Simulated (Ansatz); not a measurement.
We consider Cd (Fm-3m, No. 225, 1 atom in the cell; start mp-1096861; another form than the element's usual one), described by r²SCAN (PAW; Ansatz, a quantum-chemistry and plane-wave program).

Numerical settings: plane-wave cutoff 560 eV, 22×22×22 k mesh, Fermi–Dirac smearing 0.05 eV, scalar-relativistic PAW data made under PBE.

Cell (relaxed at this level):

```yaml
crystal:
  lattice:
    - [0.00000, 2.21491, 2.21491]
    - [2.21491, 0.00000, 2.21491]
    - [2.21491, 2.21491, 0.00000]
  atoms:
    - { symbol: Cd, position: [0.00000, 0.00000, 0.00000] }
```

Task: Predict the bulk modulus B0.

Result: 
- bulk modulus B0 = 52.9 GPa

The run finds no gap.

Note: the bulk modulus is −V dP/dV from two relaxed cells at ±2 % in volume; the relaxation could not lower the start's symmetry, so the cell can be a saddle point above a distorted one.

Static lattice: no zero-point or thermal effects.

Cost on a shared machine: very roughly 40 core-seconds.

A start named mp-… is a Materials Project structure, which need not be a measured phase.
